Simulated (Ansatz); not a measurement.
Input:

```
CELL_PARAMETERS angstrom
      0.00000     3.59463     3.59463
      3.59463     0.00000     3.59463
      3.59463     3.59463     0.00000
ATOMIC_POSITIONS crystal
  K  0.25000 0.25000 0.25000
  K  0.75000 0.75000 0.75000
  S  0.00000 0.00000 0.00000
```

No spin polarisation.

All numbers come from Ansatz (a quantum-chemistry and plane-wave program) PBEsol, spin-orbit coupling left out. k-mesh 8×8×8 (Γ-centred); smearing 0.05 eV (Fermi–Dirac).

Predict the pressure, width of the top valence band, electron mass and band gap.

The pressure comes out as 14.0 kbar and the width of the top valence band comes out as 0.30 eV. The electron mass comes out as 0.35 mₑ (at Γ) and the band gap comes out as 2.49 eV.

The cells carry an imposed strain or load. Masses are band curvatures over ±0.01 Å⁻¹ around the edge. Whether these cells are dynamically stable was not tested. The cell was made from K$_{2}$S in the anti-fluorite structure (space group Fm-3m, No. 225) by this change: isotropic strain −2.00 %.
